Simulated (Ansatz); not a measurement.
The starting structures come from a database of crystals and need not be the phases stable at ambient conditions.

 Where the default PAW files enter, the runs use the earlier of Ansatz's two default sets.

Tunnelling through a barrier is set by its complex band structure: the current falls as exp(−2κd) with the smallest κ.

Data:

```
CELL_PARAMETERS angstrom
      4.29268     0.00000     0.00000
      0.00000     7.06397     0.00000
      0.00000     0.00000     8.31111
ATOMIC_POSITIONS crystal
  Na 0.75000 0.64498 0.07294
  Na 0.25000 0.35502 0.92706
  Na 0.25000 0.85502 0.57294
  Na 0.75000 0.14498 0.42706
  Na 0.25000 0.97897 0.16796
  Na 0.75000 0.02103 0.83204
  Na 0.75000 0.52103 0.66796
  Na 0.25000 0.47897 0.33204
  S  0.75000 0.25311 0.11234
  S  0.25000 0.74689 0.88766
  S  0.25000 0.24689 0.61234
  S  0.75000 0.75311 0.38766
```

Space group of this cell: Pnma. The cell is taken as given.

Transport runs along the normal of the first two printed cell vectors.

No gap correction and no spin-orbit coupling; mid-gap values are interpolated between computed energies.

Question: Compute, with r2SCAN (Ansatz, a first-principles code), the band gap and the smallest decay constant κ at mid-gap.

Answer: Gap 2.92 eV on a 8×4×4 mesh; κ = 0.247 1/Å, at the zone centre.
